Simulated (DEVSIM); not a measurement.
Device: Au/Al2O3/n-Si capacitor, at 500 K.

| layer (left to right) | material | thickness (nm) | Nd (cm⁻³) |
|---|---|---|---|
| 1 | Al2O3 | 18.0 | - |
| 2 | Si | 1400 | 1.8e17 |

Metal gate on the left, work function 5.1 eV. Fixed charge at the semiconductor interface 0 cm⁻² (in units of +e); no interface traps.

The device is made up for the run: typed textbook-type constants, with dimensions and the other settings drawn at random. Values at 300 K; Nc and Nv go as T^1.5, mobilities as T to minus their exponent, the gap by Varshni's rule with the affinity fixed.

| parameter | Al2O3 | Si |
|---|---|---|
| gap (eV) | 6.8 | 1.124 |
| affinity (eV) | 1.35 | 4.05 |
| permittivity | 9 | 11.7 |
| Nc (cm⁻³) | - | 2.86e19 |
| Nv (cm⁻³) | - | 3.1e19 |
| Varshni α (eV/K) | - | 0.000473 |
| Varshni β (K) | - | 636 |

Simulated with DEVSIM: 1D Poisson equation in equilibrium, Boltzmann statistics, complete ionisation; no quantum confinement or tunnelling. Metal contacts follow the ideal Schottky-Mott rule: no Fermi-level pinning, no interface dipoles.

### Question
Give the band bending (positive: bands bend down) and minority sheet density.

### Answer

```json
[
 {"Vg (V)": "-2.2", "ψs (V)": "-0.810", "minority carriers (cm⁻²)": "4.8e12"},
 {"Vg (V)": "-1.9", "ψs (V)": "-0.798", "minority carriers (cm⁻²)": "4.0e12"},
 {"Vg (V)": "-1.6", "ψs (V)": "-0.783", "minority carriers (cm⁻²)": "3.2e12"},
 {"Vg (V)": "-1.3", "ψs (V)": "-0.764", "minority carriers (cm⁻²)": "2.4e12"},
 {"Vg (V)": "-1", "ψs (V)": "-0.741", "minority carriers (cm⁻²)": "1.7e12"},
 {"Vg (V)": "-0.7", "ψs (V)": "-0.708", "minority carriers (cm⁻²)": "9.7e11"},
 {"Vg (V)": "-0.4", "ψs (V)": "-0.652", "minority carriers (cm⁻²)": "3.3e11"},
 {"Vg (V)": "-0.1", "ψs (V)": "-0.514", "minority carriers (cm⁻²)": "1.8e10"},
 {"Vg (V)": "0.2", "ψs (V)": "-0.312", "minority carriers (cm⁻²)": "2.9e8"},
 {"Vg (V)": "0.5", "ψs (V)": "-0.132", "minority carriers (cm⁻²)": "< 1e8"},
 {"Vg (V)": "0.8", "ψs (V)": "0.000", "minority carriers (cm⁻²)": "< 1e8"},
 {"Vg (V)": "1.1", "ψs (V)": "0.081", "minority carriers (cm⁻²)": "< 1e8"},
 {"Vg (V)": "1.4", "ψs (V)": "0.131", "minority carriers (cm⁻²)": "< 1e8"},
 {"Vg (V)": "1.7", "ψs (V)": "0.165", "minority carriers (cm⁻²)": "< 1e8"},
 {"Vg (V)": "2", "ψs (V)": "0.190", "minority carriers (cm⁻²)": "< 1e8"},
 {"Vg (V)": "2.3", "ψs (V)": "0.210", "minority carriers (cm⁻²)": "< 1e8"}
]
```
